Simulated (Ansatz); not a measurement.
Take SiC in the zinc blende structure (space group F-43m, No. 216; a = 4.357 Å) as the base. Axes: x, y, z lie along the cube axes.

Calculations: plane-wave PAW DFT at the r2SCAN level (Ansatz, a quantum-chemistry and plane-wave program, 500 eV), no spin-orbit coupling, earlier PAW set.

Strains are applied to the cell and any free atomic positions relax; under biaxial strain the out-of-plane vector relaxes too.

One change was made to it. Results:

```json
[
 {"quantity": "pressure", "base": "0.00 GPa", "after": "39.18 GPa"},
 {"quantity": "energy relative to the base (free energy F)", "base": "0 meV/atom", "after": "+142 meV/atom"},
 {"quantity": "band gap", "base": "1.71 eV", "after": "1.61 eV"}
]
```

Question: Which of these changes matches the shifts?
A) isotropic strain −5.10 %
B) biaxial strain −3.84 %, plane normal [001], relaxed out of plane
C) isotropic strain −4.35 %

Answer: C, isotropic strain −4.35 %. For comparison, the energy relative to the base in the other runs: isotropic strain −5.10 % gives +199 meV/atom; biaxial strain −3.84 %, plane normal [001], relaxed out of plane gives +47 meV/atom.

No phonon test of stability was made.
